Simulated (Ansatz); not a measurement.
## Ta2O5 (Cmmm, No. 65, 14 atoms in the cell; start mp-1539317)

Calculation: LDA (Ansatz, an electronic-structure program, plane waves, PAW).

Run with plane-wave cutoff 520 eV, 10×4×10 k mesh (along the axes of the cell as run), Fermi–Dirac smearing 0.01 eV, scalar-relativistic PAW data made under PBE.

Cell (relaxed at this level):

```
CELL_PARAMETERS angstrom
      3.81025     0.00000     0.00000
      0.00000    12.92007     0.00000
      0.00000     0.00000     3.83717
ATOMIC_POSITIONS crystal
  Ta 0.00000 0.14620 0.00006
  Ta 0.00000 0.85380 0.00006
  Ta 0.50000 0.35380 0.99994
  Ta 0.50000 0.64620 0.99994
  O  0.50000 0.18537 0.00000
  O  0.50000 0.81463 0.00000
  O  0.00000 0.31463 0.00000
  O  0.00000 0.68537 0.00000
  O  0.00000 0.84975 0.50002
  O  0.00000 0.15025 0.50002
  O  0.50000 0.65025 0.49998
  O  0.50000 0.34975 0.49998
  O  0.50000 0.50000 0.99999
  O  0.00000 0.00000 0.00001
```

| Property | Value |
|---|---|
| band gap | 2.14 eV |
| smallest direct gap on the k points sampled | 2.69 eV |

Spin–orbit coupling is not included.

Computed values are for the static lattice.

A start named mp-… is a Materials Project structure, which need not be a measured phase.
